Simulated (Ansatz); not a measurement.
# Mo under a change: isotropic strain −2.00 %

Base system: Mo in the bcc (W type) structure (space group Im-3m, No. 229; a = 3.1510 Å; relaxed with 0.1 eV smearing).

Modification: the cell is scaled by 0.9800 in all directions; the atoms relax in the strained cell.

Computed with Kohn–Sham DFT with the r2SCAN functional, run in Ansatz (a quantum-chemistry and plane-wave program) with PAW and 500 eV plane waves, scalar-relativistic without spin-orbit coupling. Γ-centred 29×29×29 mesh, Fermi–Dirac width 0.1 eV.

```tsv
quantity	base	changed	shift
volume per atom	15.64 Å³	14.72 Å³	-0.92 Å³
space group	Im-3m (No. 229)	Im-3m (No. 229)	–
energy relative to the base (free energy F)	0 meV/atom	+51 meV/atom	+51 meV/atom
pressure	0.0 GPa	18.7 GPa	+18.7 GPa
band gap	zero	zero	–
```

Final structure:

```
CELL_PARAMETERS angstrom
     -1.54397     1.54397     1.54397
      1.54397    -1.54397     1.54397
      1.54397     1.54397    -1.54397
ATOMIC_POSITIONS crystal
  Mo 0.00000 0.00000 0.00000
```

Stability against distortions was not tested. All final runs are without spin polarisation.
